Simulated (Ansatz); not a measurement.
The starting structures come from a database of crystals and need not be the phases stable at ambient conditions.

Evanescent states of Li2PdF6 (P4_2/mnm, 18 atoms a cell, 10.5 Å³ an atom) along the normal of (110)

Calculation: r2SCAN (plane waves, PAW; Ansatz, a quantum-chemistry and plane-wave program).

The gap is the functional's own. No spin-orbit coupling. Mid-gap values are those at the computed energy nearest the middle.

Energies count from the valence-band top; κ is the least over a 6×4 mesh across the current.

| E (eV) | κ (1/Å) | where |
|---|---|---|
| 0.07 | 0.214 | Γ |
| 0.20 | 0.355 | Γ |
| 0.33 | 0.382 | Γ |
| 0.46 | 0.381 | Γ |
| 0.58 | 0.378 | Γ |
| 0.71 | 0.375 | Γ |
| 0.84 | 0.371 | Γ |
| 0.97 | 0.366 | Γ |
| 1.10 | 0.360 | Γ |
| 1.24 | 0.353 | Γ |
| 1.36 | 0.344 | Γ |
| 1.50 | 0.333 | Γ |
| 1.62 | 0.320 | off Γ |
| 1.75 | 0.304 | off Γ |
| 1.89 | 0.284 | off Γ |
| 2.02 | 0.259 | off Γ |
| 2.15 | 0.227 | off Γ |
| 2.27 | 0.182 | off Γ |
| 2.40 | 0.103 | off Γ |

**Question.** How thick must the barrier be to attenuate the transmission by 10^6 when the electrodes' Fermi level lies at 0.71 eV, and what attenuation does that film give at 2.15 eV?

**Answer.** d = 6 ln 10 / (2 × 0.375) = 18.4 Å. At 2.15 eV it gives 6 × 0.227/0.375 = 3.6 decades.
